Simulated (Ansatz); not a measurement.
Base system: BP in the zinc blende structure (space group F-43m, No. 216).

Space group F-43m (No. 216); a = b = c = 4.5364 Å, α = β = γ = 90.00°

```tsv
atom	site	symmetry	x	y	z
P	4c	-43m	0.2500	0.2500	0.2500
B	4a	-43m	0.0000	0.0000	0.0000
```
(The calculation used a cell of 2 atoms; values per cell refer to that cell.)

Levels (all Ansatz, a first-principles code, PAW, earlier PAW set): r2SCAN (500 eV, no spin-orbit coupling); HSE06 (420 eV, without spin-orbit coupling).

Its gap is 1.41 eV with r2SCAN and 1.96 eV with HSE06.

One thing is altered: In takes the place of B on all its sites, then cell and atoms are relaxed.

With r2SCAN the gap becomes 1.02 eV.

### Question
If the HSE06 correction stayed the same, what would the HSE06 gap be, and what does the HSE06 run give?

### Answer
A rigid correction of +0.55 eV gives 1.57 eV. The HSE06 run gives 1.35 eV, so the correction itself changes by -0.22 eV.

Single points use the geometry relaxed with r2SCAN. HSE06 was sampled on its mesh, a few special points and the semilocal edge points, so its gap is an upper bound. No phonon test of stability was made.
